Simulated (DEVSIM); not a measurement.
Device: abrupt Ge n-p junction, at 400 K.

| layer (left to right) | material | thickness (μm) | Nd (cm⁻³) | Na (cm⁻³) | τn (s) | τp (s) |
|---|---|---|---|---|---|---|
| 1 | Ge | 0.190 | 5e15 | - | 0.00046 | 0.00046 |
| 2 | Ge | 190 | - | 1.5e17 | 4.6e-5 | 0.00046 |

Left contact: ohmic. Right contact: ohmic. Voltage is applied to the left contact. Recombination: SRH at mid-gap, radiative. Mobility is constant in doping.

The device is made up for the run: typed textbook-type constants, with dimensions and the other settings drawn at random. Values at 300 K; Nc and Nv go as T^1.5, mobilities as T to minus their exponent, the gap by Varshni's rule with the affinity fixed.

```tsv
parameter	Ge
gap (eV)	0.664
affinity (eV)	4
permittivity	16
Nc (cm⁻³)	1.04e19
Nv (cm⁻³)	6e18
μn (cm²/Vs)	3900
μp (cm²/Vs)	1900
T exponent of μn	1.66
T exponent of μp	2.33
B (cm³/s)	6.4e-14
Varshni α (eV/K)	0.000477
Varshni β (K)	235
```

Model (solved in DEVSIM): 1D drift-diffusion, Boltzmann statistics, complete ionisation; no tunnelling, impact ionisation, image-force lowering or self-heating.

Question: Tabulate band edges, carrier densities and field at zero bias.

Answer: Energies count from the Fermi level of the right contact; mesh points crowd at the junctions.

| x (μm) | Ec (eV) | Ev (eV) | n (cm⁻³) | p (cm⁻³) | field (V/cm) |
|---|---|---|---|---|---|
| 0.000 | 0.276 | -0.348 | 5.4e15 | 3.8e14 | 4300 |
| 0.03078 | 0.289 | -0.335 | 3.6e15 | 5.6e14 | 4600 |
| 0.08698 | 0.320 | -0.304 | 1.5e15 | 1.4e15 | 6800 |
| 0.1507 | 0.379 | -0.245 | 2.7e14 | 7.5e15 | 12000 |
| 0.1920 | 0.447 | -0.177 | 3.7e13 | 5.5e16 | 21000 |
| 0.2274 | 0.479 | -0.145 | 1.5e13 | 1.4e17 | 2300 |
| 0.3166 | 0.482 | -0.142 | 1.4e13 | 1.5e17 | ≈ 0 |
| 0.6579 | 0.482 | -0.142 | 1.4e13 | 1.5e17 | ≈ 0 |
| 1.373 | 0.482 | -0.142 | 1.4e13 | 1.5e17 | ≈ 0 |
| 3.011 | 0.482 | -0.142 | 1.4e13 | 1.5e17 | ≈ 0 |
| 7.148 | 0.482 | -0.142 | 1.4e13 | 1.5e17 | ≈ 0 |
| 22.97 | 0.482 | -0.142 | 1.4e13 | 1.5e17 | ≈ 0 |
| 53.89 | 0.482 | -0.142 | 1.4e13 | 1.5e17 | ≈ 0 |
| 121.7 | 0.482 | -0.142 | 1.4e13 | 1.5e17 | ≈ 0 |
| 169.2 | 0.482 | -0.142 | 1.4e13 | 1.5e17 | ≈ 0 |
| 181.7 | 0.482 | -0.142 | 1.4e13 | 1.5e17 | ≈ 0 |
| 186.6 | 0.482 | -0.142 | 1.4e13 | 1.5e17 | ≈ 0 |
| 188.7 | 0.482 | -0.142 | 1.4e13 | 1.5e17 | ≈ 0 |
| 189.8 | 0.482 | -0.142 | 1.4e13 | 1.5e17 | ≈ 0 |
| 190.0 | 0.482 | -0.142 | 1.4e13 | 1.5e17 | ≈ 0 |
| 190.1 | 0.482 | -0.142 | 1.4e13 | 1.5e17 | ≈ 0 |
| 190.2 | 0.482 | -0.142 | 1.4e13 | 1.5e17 | ≈ 0 |
